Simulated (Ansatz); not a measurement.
# BAs, pressure series

Base system: BAs in the zinc blende structure (space group F-43m, No. 216).

```xyz
2
Lattice="0.0000 2.4047 2.4047 2.4047 0.0000 2.4047 2.4047 2.4047 0.0000" Properties=species:S:1:pos:R:3 pbc="T T T"
As     3.6070     3.6070     3.6070
B      0.0000     0.0000     0.0000
```

Cell and atoms are relaxed at each pressure.

Computed with PBE (Ansatz, a program for electronic structure; PAW; 420 eV plane waves; no spin-orbit coupling), earlier PAW set.

Candidates:
(a) pressure −1 GPa
(b) pressure 0.7 GPa
(c) pressure 3 GPa

Before the change:

The width of the top valence band is 5.07 eV.

Problem. Order them by width of the top valence band, highest first.

Solution. (c) pressure 3 GPa (5.20 eV), (b) pressure 0.7 GPa (5.10 eV), (a) pressure −1 GPa (5.02 eV)

The levels and masses belong to the bands next to the band gap. Load acts through the strain it causes; cell and atoms are relaxed under it. Whether these cells are dynamically stable was not tested.
